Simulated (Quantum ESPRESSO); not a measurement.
Worked example: self-consistent single point of Li₂NbO₃ (P1, 12 atoms in the cell) in Quantum ESPRESSO.

Level of theory: LDA (PZ), GBRV 1.5 ultrasoft (LDA) pseudopotentials (plane waves; Quantum ESPRESSO).

```
CELL_PARAMETERS angstrom
      2.69368    -4.42917     0.00000
      2.69368     4.42917     0.00000
     -1.94801     0.00000     4.82671
ATOMIC_POSITIONS crystal
  Li 0.26043 0.73901 0.25427
  Li 0.74130 0.26989 0.75012
  Li 0.57476 0.41606 0.24998
  Li 0.42265 0.58015 0.75187
  Nb 0.91197 0.08224 0.24235
  Nb 0.08223 0.90937 0.74992
  O  0.68191 0.84232 0.49839
  O  0.32153 0.15751 0.49896
  O  0.15726 0.31885 0.00282
  O  0.84144 0.67854 0.99415
  O  0.50309 0.00622 0.00287
  O  0.00145 0.49983 0.50430
```

Reference input (self-consistent single point, DFT, LDA (PZ), plane waves, GBRV 1.5 ultrasoft (LDA) pseudopotentials): ecutwfc = 40 Ry; ecutrho = 320 Ry; occupations = smearing; smearing = fd; degauss = 0.0073499 Ry; potentials = {Li: li_lda_v1.4.uspp.F.UPF, Nb: nb_lda_v1.uspp.F.UPF, O: o_lda_v1.2.uspp.F.UPF}; K_POINTS = automatic 4 4 4 1 1 1; conv_thr = 1e-10 Ry; mixing_beta = 0.7. This run's input differs from it in these lines:

```diff
@@ -15,3 +15,3 @@
     smearing = 'fd',
-    degauss = 0.0073499,
+    degauss = 0.02205,
 /
@@ -39,3 +39,3 @@
 K_POINTS {automatic}
-4 4 4  1 1 1
+5 5 5  1 1 1
 CELL_PARAMETERS {angstrom}
```

Output (repeated stretches shortened):

```
     Self-consistent Calculation

     iteration #  1     ecut=    40.00 Ry     beta= 0.70

     total energy              =    -486.22803118 Ry
     estimated scf accuracy    <       4.12560477 Ry

     iteration #  2     ecut=    40.00 Ry     beta= 0.70

     total energy              =    -483.46746285 Ry
     estimated scf accuracy    <      24.35626191 Ry

     iteration #  3     ecut=    40.00 Ry     beta= 0.70

     total energy              =    -488.46484822 Ry
     estimated scf accuracy    <       0.54252717 Ry

   [... 12 blocks of this kind left out ...]

     iteration # 16     ecut=    40.00 Ry     beta= 0.70

     total energy              =    -488.37631366 Ry
     estimated scf accuracy    <          2.2E-10 Ry

     iteration # 17     ecut=    40.00 Ry     beta= 0.70
     End of self-consistent calculation

     the Fermi energy is    10.3825 ev

!    total energy              =    -488.37631366 Ry
     estimated scf accuracy    <          7.3E-11 Ry
     smearing contrib. (-TS)   =      -0.07084485 Ry
     internal energy E=F+TS    =    -488.30546881 Ry

     convergence has been achieved in  17 iterations

     Forces acting on atoms (cartesian axes, Ry/au):

     atom    1 type  1   force =     0.00118210   -0.00179342    0.00155631
     atom    2 type  1   force =    -0.00288092   -0.00311210   -0.00299685
     atom    3 type  1   force =    -0.00057356    0.00040274    0.00258372
     atom    4 type  1   force =    -0.00412584    0.00002078   -0.00472535
     atom    5 type  2   force =     0.01081543   -0.00166774    0.02132618
   [... lines left out ...]

     Total force =     0.076880     Total SCF correction =     0.000018

          total   stress  (Ry/bohr**3)                   (kbar)     P=     -138.46
  -0.00099105   0.00004176   0.00002286         -145.79        6.14        3.36
   0.00004176  -0.00092531   0.00001240            6.14     -136.12        1.82
   0.00002286   0.00001240  -0.00090736            3.36        1.82     -133.48

   JOB DONE.
```

The run converged in 17 iterations. Against the reference run the free energy falls by 41.3 meV/atom, the pressure goes from -14.53 to -13.85 GPa and the largest force goes from 1.159 to 1.195 eV/Å.

The starting cell comes from a database of computed structures (which also holds hypothetical and non-ambient phases and stackings), without a prior relaxation at this level. Its atoms were displaced at random from the sites of space group no. 15. Spin polarisation is off. With a pressure of about -14 GPa the cell is away from its equilibrium volume at this level. Forces in this geometry exceed 1 eV/Å.

Cost on one core of a shared machine: roughly 6 min.
